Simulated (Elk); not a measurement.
Worked example: self-consistent single point of Pm3Ge (Pm-3m, 4 atoms in the cell) in Elk.

Computed with PBEsol, spin-orbit coupling in second variation, all-electron FP-LAPW, Elk's shipped species files, APW+lo basis with extra local orbitals (Elk).

```
Pm3Ge
1.0
    4.76112     0.00000     0.00000
    0.00000     4.76112     0.00000
    0.00000     0.00000     4.76112
Pm Ge
3 1
Direct
  0.00000   0.50000   0.50000
  0.50000   0.00000   0.50000
  0.50000   0.50000   0.00000
  0.00000   0.00000   0.00000
```
Moments meant for the start (each program seeds them in its own way; μB, in the order of the atoms Pm Pm Pm Ge): 4.0 4.0 4.0 0.0.

Reference input (self-consistent single point, DFT, PBEsol, all-electron FP-LAPW, Elk's shipped species files, APW+lo basis with extra local orbitals): xctype = 22; spinpol = true; rgkmax = 7.5; stype = 0; swidth = 0.00367493 Ha; ngridk = 7 7 7; reducebf = 0.5; gmaxvr = 14 1/bohr; nxlo = 2; lorbcnd = true; lmaxi = 3; nempty = 10 per atom. This run's input differs from it in these lines:

```diff
@@ -7,2 +7,5 @@
 spinpol
+  .true.
+
+spinorb
   .true.
```

Output, abridged:

```
│ Self-consistent loop started │
│ Loop number : 1 │
 total energy                :     -31870.8868285
 total moment                :  -0.3449931392E-19 -0.1345233334E-18   8.263868234
│ Loop number : 2 │
 total energy                :     -31905.8088224
 total moment                :  -0.3096855417E-18 -0.3640584597E-19   9.064048675
RMS change in Kohn-Sham potential (target) :    2.622211350     (  0.1000000000E-05)
Absolute change in total energy (target)   :    34.92199397     (  0.1000000000E-03)
│ Loop number : 3 │
 total energy                :     -31857.6863911
   [... lines left out ...]
 total energy                :     -32169.1114459
 total moment                :  -0.1625577376E-18  0.4991988287E-19  -15.42187434
RMS change in Kohn-Sham potential (target) :   0.5813663659E-05 (  0.1000000000E-05)
Absolute change in total energy (target)   :   0.2146194092E-03 (  0.1000000000E-03)
│ Loop number : 199 │
 total energy                :     -32169.1116184
 total moment                :  -0.1246523942E-18  0.2657265136E-18  -15.42188072
RMS change in Kohn-Sham potential (target) :   0.5074541332E-05 (  0.1000000000E-05)
Absolute change in total energy (target)   :   0.1188977112E-03 (  0.1000000000E-03)
│ Loop number : 200 │
Reached self-consistent loops maximum

Energies :
 Fermi                       :     0.290231151576
 xc effective B-field        :    -0.819605663028
 external B-field            :     -0.00000000000
 total energy                :     -32169.1115478
 (external B-field energy excluded from total)

Density of states at Fermi energy :    610.1541298
 (states/Hartree/unit cell)

   [... lines left out ...]
Estimated indirect band gap :   0.2463485511E-04
Estimated direct band gap   :   0.5167859914E-03
   [... lines left out ...]
 total in muffin-tins        :    207.8522121
 total calculated charge     :    214.9961792
 total charge                :    215.0000000
 error                       :   0.3820806575E-02

Moments :
 interstitial                :  -0.1205758971E-18 -0.3436888563E-19  -1.186118547
 muffin-tins
  species :    1 (Pm)
   atom    1                 :  -0.1652558465E-19 -0.2204209166E-20  -4.788389170
   atom    2                 :   0.2204209166E-20 -0.1652558465E-19  -4.788389170
   atom    3                 :  -0.2284319850E-21 -0.8554636511E-20  -4.789118230
  species :    2 (Ge)
   atom    1                 :  -0.4342146384E-21  0.5164645810E-22  0.1301325514
 total in muffin-tins        :  -0.1498402211E-19 -0.2723278387E-19  -14.23576402
 total moment                :  -0.1355599192E-18 -0.6160166950E-19  -15.42188257

│ Self-consistent loop stopped │
```

The run ended unconverged after 200 iterations. 

The starting cell comes from a database of computed structures (which also holds hypothetical and non-ambient phases and stackings), without a prior relaxation at this level. Values depend on the basis (sphere radii, cutoffs, local orbitals), which need not be converged.

Cost on one core of a shared machine: roughly 30 min.
